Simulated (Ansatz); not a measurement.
Worked calculations on one periodic cell of amorphous Al₂₈O₄₃Zn: Al28O43Zn, 72 atoms, volume 789.4 Å³, made by a melt-quench on the CHGNet potential and relaxed with DFT. O atoms were pushed apart under 1.9 Å during the dynamics, to hinder bonds among them. It is a model cell: composition and starting density were chosen by hand, and all elements were melted together. Cycles of charging were run to anneal it. All values below come from PBE, scalar-relativistic without spin-orbit coupling (plane waves to 420 eV, PAW; Ansatz, a first-principles code). Sampling: a 2×2×2 Γ-centred mesh; Fermi-Dirac width 0.02 eV; no spin polarisation. Its volume was held where the quench left it, its shape was held as a cube, and it stands at a mean pressure of 2.5 GPa with stress components up to 7.4 GPa; the relaxation ran on the zone centre alone. Its density went from a set 3.17 to 3.17 g/cm³. The cell is small and was quenched far faster than a real film, so it is one sample of the glass.

Question: Count formal charges (Al +3, O -2, Zn +2). What does the count lead one to expect at the Fermi level, and what does the calculation give?

Answer: 28 × (+3) + 43 × (-2) + 1 × (+2) = 0. The charges balance, so the anion-derived valence states can be full and a gap can open. On this mesh the highest filled and lowest empty level lie 3.29 eV apart, the PBE gap of this cell, with a localised state at one edge or both.

Four energies for an added electron at PBE on the zone centre alone (charged cells in a uniform background, spin-polarised): neutral at the neutral geometry -42863.035 eV; charged at the neutral geometry -42854.394 eV; charged and relaxed -42854.466 eV; neutral at the charged geometry -42862.884 eV.

Question: Find the two relaxation energies and their sum, the reorganisation energy.

Answer: On charging: -42854.394 − (-42854.466) = 0.072 eV. On discharging: -42862.884 − (-42863.035) = 0.151 eV. The sum is 0.223 eV. The carrier's level spreads over 27 of the 72 atoms' worth, more than a fifth of the atoms or a third of the atoms of its main element (six at least), and the sum is small, so it counts as a band carrier, whose relaxation energy shrinks as the cell grows. PBE's self-interaction favours spread-out carriers, so a hybrid can localise more.

Four energies for a hole at PBE on the zone centre alone (charged cells in a uniform background, spin-polarised): neutral at the neutral geometry -42863.035 eV; charged at the neutral geometry -42868.123 eV; charged and relaxed -42868.502 eV; neutral at the charged geometry -42862.025 eV.

Question: Find the two relaxation energies and their sum, the reorganisation energy.

Answer: On charging: -42868.123 − (-42868.502) = 0.379 eV. On discharging: -42862.025 − (-42863.035) = 1.010 eV. The sum is 1.389 eV. The carrier's level spreads over 3 of the 72 atoms' worth, so it counts as localised, most on one O atom with neighbours Al 1.83 Å, Al 1.85 Å, Al 1.91 Å (neutral geometry). The values are uncorrected: the image energy of a point charge in this cell, 2.84 × 14.40 / (2 × 9.2) = 2.2 eV before screening, is screened by electrons alone at the fixed geometry and by ions too after relaxing, and the carrier can be spread before it relaxes, so each term can be off by up to that value times 1/ε∞, some tenths of an eV. PBE's self-interaction favours spread-out carriers, so a hybrid can localise more.
